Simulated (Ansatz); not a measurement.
Base system: MnTlI3 in the cubic perovskite structure (space group Pm-3m, No. 221; a = 5.739 Å; ferromagnetic; a hypothetical phase, not in the database extracts checked). Axes: x, y, z lie along the cube axes.

All numbers come from r2SCAN/PAW in Ansatz (an electronic-structure program), no SOC.

Strains are applied to the cell and any free atomic positions relax; under biaxial strain the out-of-plane vector relaxes too.

One change was made to it. Results:

The band gap drops by 0.10 eV (0.69 eV → 0.59 eV); the volume per atom goes up by 1.11 Å³ to 38.92 Å³.

Question: Name the change that was made.
A) biaxial strain −3.18 %, plane normal [001], relaxed out of plane
B) biaxial strain +2.30 %, plane normal [001], relaxed out of plane
C) biaxial strain +4.41 %, plane normal [110], relaxed out of plane

Answer: B, biaxial strain +2.30 %, plane normal [001], relaxed out of plane. For comparison, the band gap in the other runs: biaxial strain +4.41 %, plane normal [110], relaxed out of plane gives 0.54 eV; biaxial strain −3.18 %, plane normal [001], relaxed out of plane gives 0.45 eV.

Other magnetic orders, which the real material may have, were not ruled out. Spin-orbit coupling, missing from the scalar runs, can matter with I and Tl. Stability against distortions was not tested. Many cubic perovskites are stable only at high temperature; tilts and polar distortions were not tested.
